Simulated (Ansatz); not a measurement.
C (model structure, started from the Si type, Cmcm, No. 63, 12 atoms in the cell), treated with r²SCAN in Ansatz (PAW).

Numerical settings: plane-wave cutoff 560 eV, 14×14×4 k mesh (along the axes of the cell as run), Fermi–Dirac smearing 0.01 eV, scalar-relativistic PAW data made under PBE.

Cell (relaxed at this level):

```
C
1.0
    1.25341    -3.51694     0.00000
    1.25341     3.51694     0.00000
    0.00000     0.00000     8.33963
C
12
Direct
  0.75892   0.24108   0.44526
  0.24108   0.75892   0.55474
  0.24108   0.75892   0.94526
  0.75892   0.24108   0.05474
  0.43109   0.56891   0.65753
  0.56891   0.43109   0.34247
  0.56891   0.43109   0.15753
  0.43109   0.56891   0.84247
  0.97044   0.02956   0.40975
  0.02956   0.97044   0.59025
  0.02956   0.97044   0.90975
  0.97044   0.02956   0.09025
```

Question: What does this level give for the band gap?

Answer: 
* **band gap**: 3.07 eV (on the SCF k mesh)

Note: the relaxation could raise the start's symmetry but not lower it, so the cell can be a saddle point.

Computed values are for the static lattice.

Computing time: about 9 core-minutes (a rough figure).

A model structure was made by putting elements into a prototype or built by hand; it is no filed structure, need not be a known phase, and can be a saddle point held by its symmetry.

Ansatz is a program for electronic structure.
